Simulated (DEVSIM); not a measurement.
**abrupt Si p-n junction**

Device: abrupt Si p-n junction, at 250 K.

```tsv
layer (left to right)	material	thickness (μm)	Nd (cm⁻³)	Na (cm⁻³)	τn (s)	τp (s)
1	Si	59.0	-	1.1e15	0.00014	0.00014
2	Si	5.20	4.3e14	-	0.00014	0.00014
```

Left contact: ohmic. Right contact: ohmic. Voltage is applied to the left contact. Recombination: SRH at mid-gap, radiative. Mobility is constant in doping.

Constants are typed, rounded textbook-type inputs, not results; the design itself was drawn at random and stands for no fabricated device. Values at 300 K; Nc and Nv go as T^1.5, mobilities as T to minus their exponent, the gap by Varshni's rule with the affinity fixed.

| parameter | Si |
|---|---|
| gap (eV) | 1.124 |
| affinity (eV) | 4.05 |
| permittivity | 11.7 |
| Nc (cm⁻³) | 2.86e19 |
| Nv (cm⁻³) | 3.1e19 |
| μn (cm²/Vs) | 1417 |
| μp (cm²/Vs) | 470 |
| T exponent of μn | 2.3 |
| T exponent of μp | 2.2 |
| B (cm³/s) | 4.7e-15 |
| Varshni α (eV/K) | 0.000473 |
| Varshni β (K) | 636 |

DEVSIM, 1D drift-diffusion, Boltzmann statistics, complete ionisation; no tunnelling, impact ionisation, image-force lowering or self-heating.

```
Item                                              Result
---------------------------------------------  ---------
Potential step across the device at zero bias    0.688 V
Largest field in the device at zero bias       7900 V/cm
Dark forward voltage at 1 A/cm²                  0.690 V
Dark forward voltage at 100 A/cm²                1.432 V
```

Dark forward current:

(V (V), J (A/cm²)): (0.05, 2.1e-12); (0.15, 1.2e-10); (0.20, 1.1e-9); (0.30, 1.0e-7); (0.40, 1.0e-5); (0.45, 0.00010); (0.55, 0.0100); (0.60, 0.085); (0.70, 1.2); (0.80, 4.6); (0.85, 7.3); (0.95, 15); (1.05, 26); (1.10, 33); (1.20, 49); (1.25, 59); (1.35, 80); (1.45, 100); (1.50, 120); (1.60, 150)

Dark reverse current:

```csv
V (V),J (A/cm²)
-0.40,-2.6e-12
-1.00,-5.0e-12
-2.00,-8.3e-12
-3.00,-1.1e-11
-4.00,-1.3e-11
-6.00,-1.7e-11
```
